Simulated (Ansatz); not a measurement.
**How the band gap of LuAlO3 (P6₃/mmc, No. 194, 10 atoms in the cell; start mp-755358) moves with the method**

No measured value is used here.

```json
[
 {"level (code)": "LDA (Ansatz)", "value (eV)": "3.44"},
 {"level (code)": "PBEsol+SOC (Ansatz)", "value (eV)": "3.36 (indirect)"},
 {"level (code)": "HSE06+SOC (Ansatz)", "value (eV)": "5.30 (indirect)"},
 {"level (code)": "PBE0 (Ansatz)", "value (eV)": "6.04"}
]
```

Computed values are for a static lattice. Levels without +SOC have no spin–orbit coupling; where heavier elements are present it shifts gaps, mostly down, and can invert bands.  PBEsol+SOC, HSE06+SOC, PBE0: the gap is read on the k mesh or supercell of the run alone and can be too large. Values are at the PBEsol cell. Cutoffs and k meshes differ between the levels. Ansatz's density-functional and Hartree–Fock values are scalar-relativistic unless marked +SOC, with PAW data made under PBE.

A start named mp-… is a Materials Project structure, which need not be a measured phase.

Ansatz is a program for electronic structure.
